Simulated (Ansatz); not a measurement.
## KMgF3 under a change: biaxial strain +0.50 %, plane normal [111], relaxed out of plane

Consider KMgF$_{3}$ in the cubic perovskite structure (space group Pm-3m, No. 221; a = 3.991 Å). Axes: x, y, z lie along the cube axes.

One thing is altered: tensile biaxial strain of 0.50 % in the plane normal to [111], as in epitaxy on a mismatched substrate; the out-of-plane cell vector and the atoms relax.

Level of theory: Ansatz (a program for electronic structure), PBEsol, PAW, cutoff 420 eV, no spin-orbit coupling. Settings: 8×8×8 k-points, 0.05 eV Fermi–Dirac smearing.

- Volume per atom: 12.81 Å³ (base 12.72 Å³)
- Space group: R-3m (No. 166) (base Pm-3m (No. 221))
- Shortest interatomic distance: 2.000 Å (base 1.996 Å)
- Energy relative to the base (free energy F): +0.3 meV/atom
- Band gap: 7.06 eV (an upper bound: an edge found on the path is not a true extremum; the changed cell) (base 7.12 eV)
- Out-of-plane strain: -0.30 %
- Mean in-plane stress (compression positive): -0.7 GPa

Final structure (turned so that z lies along the plane normal):

```xyz
5
Lattice="5.6728 0.0000 0.0000 2.8364 4.9128 0.0000 2.8364 -1.6376 2.2974" Properties=species:S:1:pos:R:3 pbc="T T T"
K      0.0000     0.0000     0.0000
Mg     2.8364     1.6376     1.1487
F      2.8364     0.0000     0.0000
F      1.4182     2.4564     0.0000
F      4.2546     2.4564     0.0000
```

Stability against distortions was not tested.
